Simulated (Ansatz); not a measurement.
The parent structure is Ge in the diamond structure (space group Fd-3m, No. 227; a = 5.676 Å).

Method: PBEsol, PAW, 420 eV (Ansatz, a program for electronic structure; scalar-relativistic without spin-orbit coupling).

Strains are applied to the cell and any free atomic positions relax.

One change was made to it. Results:

```csv
quantity,base,after
energy relative to the base (free energy F),0 meV/atom,+19 meV/atom
pressure,0.0 GPa,4.7 GPa
band gap,zero,0.28 eV
```

What was done to the base?
A) isotropic strain −2.00 %
B) isotropic strain +3.00 %
C) isotropic strain −0.50 %
D) isotropic strain −1.00 %
E) isotropic strain −3.00 %

A, isotropic strain −2.00 %. For comparison, the band gap in the other runs: isotropic strain −0.50 % gives zero; isotropic strain +3.00 % gives zero; isotropic strain −1.00 % gives 0.17 eV; isotropic strain −3.00 % gives 0.35 eV.

Stability against distortions was not tested. Gaps under 0.05 eV, about the width of the smearing, are given as zero. A zero or small gap of Ge can be the functional's error rather than a property of the material.
